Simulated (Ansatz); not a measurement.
# Several settings converged on Ti3B4 (Immm, 7 atoms in the cell)

```xyz
7
Lattice="-1.5101 1.6218 6.8283 1.5101 -1.6218 6.8283 1.5101 1.6218 -6.8283" Properties=species:S:1:pos:R:3 pbc="T T T"
Ti     1.5101     0.0000     2.5319
Ti     0.0000     1.6218     4.2964
Ti     0.0000     0.0000     0.0000
B      1.5101     0.0000     5.0287
B      0.0000     1.6218     1.7997
B      0.0000     0.0000     5.9498
B      0.0000     0.0000     7.7069
```

Base method: LDA (PW92), default PAW files made with PBE (plane waves; Ansatz, a quantum-chemistry and plane-wave program).

Base settings: basis.ecutwfc = 420 eV; kpoints.mp_grid.grid = 9 9 9; hamiltonian.xc = lda; hamiltonian.pseudopotentials = {kind: paw} (the program's default PAW files); scf.occupations.method = gaussian; scf.occupations.width = 0.1 eV.

Core times come from one kind of shared machine, to one figure; runs under 30 s give none.

**Zone-centre phonons against the cutoff**

In this ladder: phonons.method = dfpt.

The mesh stays at the base's, so the ladder's end is converged at best in this setting alone.

Frequencies are those of the unrelaxed cell, without the LO-TO term of polar crystals.

Only quantities that move along the ladder and can be compared are tabulated.

| basis.ecutwfc | highest zone-centre frequency (cm⁻¹) | lowest optical frequency (cm⁻¹) | core time / last (rough) |
|---|---|---|---|
| 210 eV | 893.3 | 249.7 | 0.4 |
| 250 eV | 863.3 | 266.1 | 0.8 |
| 295 eV | 837.6 | 262.0 | 1 |
| 355 eV | 836.3 | 262.4 | 1 |
| 420 eV | 839.0 | 262.4 | 1 |

Coarsest basis.ecutwfc that holds the lowest optical frequency within 10 cm⁻¹ of the last step, with all finer ones: 250 eV; the step before is off by 13 cm⁻¹.

Coarsest basis.ecutwfc that holds the highest zone-centre frequency within 10 cm⁻¹ of the last step, with all finer ones: 295 eV; the step before is off by 24 cm⁻¹.

**The force threshold of a relaxation**

On Ti3B4 (Imm2, 7 atoms in the cell): one atom moved by 0.15 angstrom.

In this ladder: relax = atoms.

The mesh stays at the base's, so the ladder's end is converged at best in this setting alone.

Only quantities that move along the ladder and can be compared are tabulated.

```tsv
relax.f_tol	free energy less the last step's (meV/atom)	largest force left (eV/Å)	relaxation steps	core time / last (rough)
0.2 eV/Å	0.09	0.0852	3	0.6
0.05 eV/Å	0.00	0.0054	4	0.6
0.02 eV/Å	0.00	0.0053	5	1
0.001 eV/Å	0.00	0.0003	5	1
```

Coarsest relax.f_tol that holds the free energy within 0.05 meV/atom of the last step, with all finer ones: 0.05 eV/Å; the step before is off by 0.09 meV/atom.

Coarsest relax.f_tol that holds the largest force left within 0.02 eV/Å of the last step, with all finer ones: 0.05 eV/Å; the step before is off by 0.085 eV/Å.

On the base run: the starting cell comes from a database of computed structures (which also holds hypothetical and non-ambient phases and stackings), without a prior relaxation at this level. Its lattice was rescaled by up to half a per cent. Spin polarisation is off. In the base run, with a pressure of about -7 GPa the cell is away from its equilibrium volume at this level.

Keys are those of Ansatz 0.2.
